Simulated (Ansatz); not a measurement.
HfSi (model structure, started from the CsCl type, Pm-3m, No. 221, 2 atoms in the cell)

The numbers are results of r²SCAN+rVV10 (Ansatz, a program for electronic structure, PAW), not measurements.

Settings: plane-wave cutoff 560 eV, 18×18×18 k mesh, Fermi–Dirac smearing 0.05 eV, scalar-relativistic PAW data made under PBE.

Cell (relaxed at this level):

```
CELL_PARAMETERS angstrom
      3.26317     0.00000     0.00000
      0.00000     3.26317     0.00000
      0.00000     0.00000     3.26317
ATOMIC_POSITIONS crystal
  Hf 0.00000 0.00000 0.00000
  Si 0.50000 0.50000 0.50000
```

| Quantity | Result |
|---|---|
| band gap | zero (no gap) |

Note: the relaxation could raise the start's symmetry but not lower it, so the cell can be a saddle point.

Spin–orbit coupling is not included; it can open a gap where bands touch, and shift volumes and moduli.

Computed values are for the static lattice.

It cost around 120 core-seconds (rough) of CPU time.

A model structure was made by putting elements into a prototype or built by hand; it is no filed structure, need not be a known phase, and can be a saddle point held by its symmetry.
